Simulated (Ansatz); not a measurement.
Base system: BaAg2GeS4 (space group I-42m, No. 121; a = 6.726 Å, c = 8.050 Å).

Method: PBEsol in Ansatz (plane waves to 420 eV, PAW, no spin-orbit coupling).

Strains are applied to the cell and any free atomic positions relax.

One change was made to it. Results:

| quantity | base | after |
|---|---|---|
| mean gap deformation potential ΔEg/Δln V | – | -2.0 eV |
| width of the top valence band | 1.42 eV | 1.46 eV |
| pressure (mean of the normal stresses, compression positive) | 0.00 GPa | 3.01 GPa |

Which of these changes matches the shifts?
(A) isotropic strain −1.50 %
(B) isotropic strain −2.25 %
(C) isotropic strain −0.75 %
(D) isotropic strain −3.00 %

A, isotropic strain −1.50 %. For comparison, the pressure in the other runs: isotropic strain −3.00 % gives 6.79 GPa; isotropic strain −2.25 % gives 4.79 GPa; isotropic strain −0.75 % gives 1.42 GPa.

Stability against distortions was not tested.

Ansatz is a program for electronic structure.
